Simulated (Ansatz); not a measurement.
Ansatz (a program for electronic structure) run on CsZn4P3 (P4mm, 8 atoms in the cell): self-consistent single point.

Method: PBEsol, default PAW files made with PBE (plane waves; Ansatz).

```
CsZn4P3
1.0
    4.07464     0.00000     0.00000
    0.00000     4.07464     0.00000
    0.00000     0.00000    10.48461
Cs Zn P
1 4 3
Direct
  0.00000   0.00000   0.50477
  0.50000   0.00000   0.84844
  0.50000   0.00000   0.15156
  0.00000   0.50000   0.84844
  0.00000   0.50000   0.15156
  0.50000   0.50000   0.72670
  0.50000   0.50000   0.27330
  0.00000   0.00000   0.00000
```

Reference input (self-consistent single point, DFT, PBEsol, plane waves, default PAW files made with PBE): basis.ecutwfc = 30.9 Ry; kpoints.mp_grid.grid = 6 6 3; hamiltonian.xc = pbesol; hamiltonian.pseudopotentials = {kind: paw} (the program's default PAW files); scf.occupations.method = fermi_dirac; scf.occupations.width = 0.01 Ry. This run's input differs from it in these lines:

Ansatz 0.2 input:
```diff
@@ -18,3 +18,3 @@
 kpoints:
-  mp_grid: { grid: [6, 6, 3] }
+  mp_grid: { grid: [10, 10, 5] }
 hamiltonian:
@@ -23,3 +23,3 @@
 scf:
-  occupations: { method: fermi_dirac, width: 0.01 Ry }
+  occupations: { method: methfessel_paxton, width: 0.0007 Ry }
 output:
```

Output (repeated stretches shortened):

```
SCF iter   1: F=—  HF=-20931.998309 eV  |F-HF|=—  |Δ(HF+E_count)|=         —  Δρ=4.43e-3  dr2=4.83e-2  ethr=1.77e-3  ⟨swp⟩=11.1  Hψ=15451  notcnv=0  defer=1
all-band conjugate gradients solve this SCF's bands
preconditioner: auto → Resta (q_TF=auto, 2.355 Å⁻¹)
SCF iter   2: F=—  HF=-20931.986704 eV  |F-HF|=—  |Δ(HF+E_count)|=   1.16e-2  S|Δr|=    0.00e0  Δρ=1.85e-3  dr2=1.14e-2  ethr=6.70e-5  ⟨swp⟩=3.0  Hψ=5933  notcnv=0  defer=200
   [... lines left out ...]
SCF iter   7: F=—  HF=-20931.983721 eV  |F-HF|=—  |Δ(HF+E_count)|=   3.13e-6  S|Δr|=    0.00e0  Δρ=1.20e-5  dr2=3.94e-7  ethr=1.01e-8  ⟨swp⟩=2.0  Hψ=4633  notcnv=0  defer=200
SCF iter   8: F=—  HF=-20931.983722 eV  |F-HF|=—  |Δ(HF+E_count)|=   3.98e-7  S|Δr|=    0.00e0  Δρ=1.11e-5  dr2=1.59e-7  ethr=1.39e-10  ⟨swp⟩=12.0  Hψ=13651  notcnv=0
SCF iter   9: F=-20931.983722 eV  HF=-20931.983722 eV  |F-HF|=3.12e-8  |Δ(HF+E_count)|=   5.05e-8  S|Δr|=    0.00e0  Δρ=4.68e-6  dr2=3.93e-8  ethr=1.39e-10  ⟨swp⟩=4.3  Hψ=9714  notcnv=0
SCF 1 converged in 9 iterations: F = -20931.983722 eV  dr2 = 3.93e-8
Stability not checked (fill_not_monotonic)
Free energy (F): -20931.983722 eV
Internal energy: -20931.983722 eV  (E = F + TS)
E sigma→0 (E₀):  -20931.983722 eV
Fermi energy:    7.472444 eV
--- Forces (eV/Å), atoms counted from 1 ---
  atom   1  Cs     0.00000000     0.00000000    -0.06640339
  atom   2  Zn    -0.00000000     0.00000000     0.11240079
  atom   3  Zn     0.00000000     0.00000000    -0.05958829
  atom   4  Zn    -0.00000000     0.00000000     0.11240079
  atom   5  Zn     0.00000000     0.00000000    -0.05958829
   [... lines left out ...]
  atom   8  P      0.00000000     0.00000000    -0.03481096
--- Stress (GPa, compression-positive) ---
       -2.235881       0.000000       0.000000
        0.000000      -2.235881       0.000000
        0.000000       0.000000      -2.218027
  P = ⅓ Tr σ = -2.2299 GPa (-22.299 kbar)
  The stress holds the Pulay correction. Without it, at fixed plane waves, as pw.x and ABINIT print it: P = -2.2849 GPa
```

The run converged in 9 iterations. Against the reference run the free energy stays essentially unchanged (within 1 meV/atom), the pressure hardly changes (-2.21 to -2.23 GPa) and the largest force goes from 0.139 to 0.112 eV/Å.

The starting cell comes from a database of computed structures (which also holds hypothetical and non-ambient phases and stackings), without a prior relaxation at this level. Its lattice was rescaled by up to half a per cent. One atom was moved a little off its site on purpose. Ansatz's pressure includes its estimate of the finite-basis (Pulay) stress.

Cost on one core of a shared machine: roughly 60 s.
